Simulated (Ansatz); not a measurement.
# TlCl, response to strain

The parent structure is TlCl in the CsCl type structure (space group Pm-3m, No. 221).

```xyz
2
Lattice="3.7692 0.0000 0.0000 0.0000 3.7692 0.0000 0.0000 0.0000 3.7692" Properties=species:S:1:pos:R:3 pbc="T T T"
Tl     0.0000     0.0000     0.0000
Cl     1.8846     1.8846     1.8846
```

Cartesian axes are those of the cell as printed.

Strains are applied to the cell and any free atomic positions relax; under biaxial strain the out-of-plane vector relaxes too.

Calculations: plane-wave PAW DFT at the PBEsol level (Ansatz, a quantum-chemistry and plane-wave program, 420 eV), no spin-orbit coupling.

Candidates:
(a) biaxial strain −2.00 %, plane normal [001], relaxed out of plane
(b) biaxial strain −1.50 %, plane normal [001], relaxed out of plane
(c) biaxial strain −1.00 %, plane normal [001], relaxed out of plane
(d) biaxial strain −0.50 %, plane normal [001], relaxed out of plane

Notes on the quantities. energy relative to the base: free energy F.

**Question.** Order them by energy relative to the base, highest first.

**Answer.** (a) biaxial strain −2.00 %, plane normal [001], relaxed out of plane (+3.3 meV/atom), (b) biaxial strain −1.50 %, plane normal [001], relaxed out of plane (+1.9 meV/atom), (c) biaxial strain −1.00 %, plane normal [001], relaxed out of plane (+0.8 meV/atom), (d) biaxial strain −0.50 %, plane normal [001], relaxed out of plane (+0.2 meV/atom)

Whether these cells are dynamically stable was not tested.
